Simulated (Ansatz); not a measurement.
# Brucite Ca(OH)₂ (model structure)

Calculation: PBEsol (Ansatz, a first-principles code, PAW).

Cell: relaxed at this level.

| Item | Value |
|---|---|
| interlayer binding energy | 17.4 meV/Å² |
| layer repeat distance | 4.766 Å |
| gap between the layers | 0.539 Å |

Computed values are for the static lattice.

It cost roughly 100 core-seconds of CPU time.

A model structure was made by putting elements into a prototype or built by hand; here it ended with the formula and space group of a phase in our tables.
